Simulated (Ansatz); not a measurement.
Base system: InP in the zinc blende structure (space group F-43m, No. 216).

```xyz
2
Lattice="0.0000 2.9135 2.9135 2.9135 0.0000 2.9135 2.9135 2.9135 0.0000" Properties=species:S:1:pos:R:3 pbc="T T T"
In     0.0000     0.0000     0.0000
P      1.4567     1.4567     1.4567
```

Cartesian axes are those of the cell as printed.

Level of theory: LDA in Ansatz (plane waves to 420 eV, PAW, without spin-orbit coupling).

For the base:

| Item | Result |
|---|---|
| Valence-band top at Γ | 0.00, 0.00, 0.00 eV |
| Band gap | 0.58 eV |
| Shortest interatomic distance | 2.523 Å |

Modification: a pure shear with ε_xy = ε_yx = 0.0057, atoms relaxed at fixed cell.

### Question
What does the calculation give for the valence-band top at Γ after the change?

### Answer
The valence-band top at Γ (three highest levels, from the VBM) goes from 0.00, 0.00, 0.00 eV to 0.00, -0.04, -0.08 eV.

### Question
How does this affect the energy relative to the base?

### Answer
The energy rises by 0.5 meV/atom.

### Question
What happens to the band gap?

### Answer
The band gap decreases by 0.04 eV, from 0.58 eV to 0.54 eV.

### Question
What happens to the shortest interatomic distance?

### Answer
The shortest interatomic distance shrinks by 0.003 Å (2.523 Å → 2.520 Å).

The cells carry an imposed strain or load. Stability against distortions was not tested.

Ansatz is a first-principles code.
